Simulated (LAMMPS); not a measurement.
Quenches at 1e+14 K/s across the composition of Au (fcc) with a share x of Au sites Ni; each row starts from its own melt temperature.

All values are model results, not measurements: classical MD, pair style eam, the elements' _u3.eam files (universal-3 set of Foiles, Baskes and Daw), run in LAMMPS.

| x | density | state |
|---|---|---|
| 0.25 | 16.9 g/cm³ (one sample) | glass |
| 0.5 | 14.6 g/cm³ (one sample) | glass |
| 0.75 | 11.9 g/cm³ (one sample) | glass |
